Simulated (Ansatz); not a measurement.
Input and output of a self-consistent single point for CaGe2Au2 (I4mm, 5 atoms in the cell) (Ansatz, an electronic-structure program).

Level of theory: LDA (PW92), default PAW files made with PBE (plane waves; Ansatz).

```
Ca(GeAu)2
1.0
   -2.21848     2.21848     5.12244
    2.21848    -2.21848     5.12244
    2.21848     2.21848    -5.12244
Ca Ge Au
1 2 2
Cartesian
  0.00000   0.00000   0.05000
  0.00000   0.00000   3.90955
  0.00000   0.00000   6.33534
  0.00000   2.21848   2.56122
  2.21848   0.00000   2.56122
```

Reference input (self-consistent single point, DFT, LDA (PW92), plane waves, default PAW files made with PBE): basis.ecutwfc = 420 eV; kpoints.mp_grid.grid = 5 5 5; hamiltonian.xc = lda; hamiltonian.pseudopotentials = {kind: paw} (the program's default PAW files); scf.occupations.method = gaussian; scf.occupations.width = 0.1 eV. This run's input differs from it in these lines:

Ansatz 0.2 input:
```diff
@@ -12,3 +12,3 @@
 basis:
-  ecutwfc: 420.0
+  ecutwfc: 1010.0
 kpoints:
```

Output, abridged:

```
SCF iter   1: F=—  HF=-35936.370875 eV  |F-HF|=—  |Δ(HF+E_count)|=         —  Δρ=5.47e-3  dr2=1.31e-2  ethr=1.77e-3  ⟨swp⟩=7.2  Hψ=3339  notcnv=0  defer=3
all-band conjugate gradients solve this SCF's bands
preconditioner: auto → Resta (q_TF=auto, 2.603 Å⁻¹)
SCF iter   2: F=—  HF=-35936.368213 eV  |F-HF|=—  |Δ(HF+E_count)|=   2.66e-3  Δρ=2.62e-3  dr2=3.04e-3  ethr=1.73e-5  ⟨swp⟩=2.2  Hψ=1468  notcnv=0  defer=6
   [... lines left out ...]
SCF iter   4: F=—  HF=-35936.367676 eV  |F-HF|=—  |Δ(HF+E_count)|=   4.77e-5  Δρ=2.00e-4  dr2=4.28e-5  ethr=5.26e-7  ⟨swp⟩=2.0  Hψ=1298  notcnv=0  defer=6
SCF iter   5: F=—  HF=-35936.367794 eV  |F-HF|=—  |Δ(HF+E_count)|=   1.18e-4  Δρ=7.48e-5  dr2=3.62e-6  ethr=5.63e-8  ⟨swp⟩=2.0  Hψ=1300  notcnv=0  defer=6
SCF iter   6: F=—  HF=-35936.367794 eV  |F-HF|=—  |Δ(HF+E_count)|=   2.36e-7  Δρ=9.39e-6  dr2=1.19e-7  ethr=4.76e-9  ⟨swp⟩=2.4  Hψ=1148  notcnv=0  defer=6
SCF iter   7: F=-35936.367794 eV  HF=-35936.367794 eV  |F-HF|=1.69e-8  |Δ(HF+E_count)|=   8.14e-9  Δρ=3.46e-6  dr2=1.19e-8  ethr=1.32e-10  ⟨swp⟩=8.7  Hψ=3356  notcnv=0
SCF 1 converged in 7 iterations: F = -35936.367794 eV  dr2 = 1.19e-8
Free energy (F): -35936.367794 eV
Internal energy: -35936.358619 eV  (E = F + TS)
E sigma→0 (E₀):  -35936.363207 eV
Entropy (-TS):   -0.009175 eV (-1.835 meV/atom)
Fermi energy:    13.110942 eV
--- Forces (eV/Å), atoms counted from 1 ---
  atom   1  Ca    -0.00000000    -0.00000000    -0.09837698
  atom   2  Ge    -0.00000000     0.00000000    -0.22047785
  atom   3  Ge     0.00000000    -0.00000000     0.24402339
  atom   4  Au     0.00000000     0.00000000     0.03743889
  atom   5  Au    -0.00000000     0.00000000     0.03743889
--- Stress (GPa, compression-positive) ---
       -3.126060      -0.000000      -0.000000
       -0.000000      -3.126060       0.000000
       -0.000000       0.000000      -4.097749
  P = ⅓ Tr σ = -3.4500 GPa (-34.500 kbar)
  The stress holds the Pulay correction. Without it, at fixed plane waves, as pw.x and ABINIT print it: P = -3.4519 GPa
```

The run converged in 7 iterations. Against the reference run the free energy falls by 1.5 meV/atom, the pressure moves little (-3.44 to -3.45 GPa) and the largest force hardly changes (0.243 to 0.244 eV/Å).

The starting cell comes from a database of computed structures (which also holds hypothetical and non-ambient phases and stackings), without a prior relaxation at this level. Its lattice was rescaled by up to half a per cent. One atom was moved a little off its site on purpose. Ansatz's pressure includes its estimate of the finite-basis (Pulay) stress.
